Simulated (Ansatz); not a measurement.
**CdS under a change: S → Se**

The reference is CdS in the zinc blende structure (space group F-43m, No. 216; a = 5.927 Å).

Perturbation: Se takes the place of S on all its sites, then cell and atoms are relaxed.

All numbers come from PBE in Ansatz (plane waves to 420 eV, PAW, no spin-orbit coupling). Settings: 9×9×9 k-points, 0.05 eV Fermi–Dirac smearing, for the changed cell.

- Density = 5.34 g/cm³ (base 4.61 g/cm³)
- Lattice parameter a = 619.6 pm (base 592.7 pm)
- Band gap = 0.50 eV (base 1.04 eV)
- Gap character = direct at Γ (base direct at Γ)
- Width of the top valence band = 1.98 eV (base 2.02 eV)
- Electron mass = 0.052 mₑ (at Γ) (base 0.12 mₑ (at Γ))
- Hole mass (degenerate bands, along [100]) = 0.054, 0.73, 0.73 mₑ (at Γ) (base 0.13, 0.82, 0.82 mₑ (at Γ))

Effective masses come from finite differences of ±0.01 Å⁻¹. No phonon test of stability was made.

Ansatz is a program for electronic structure.
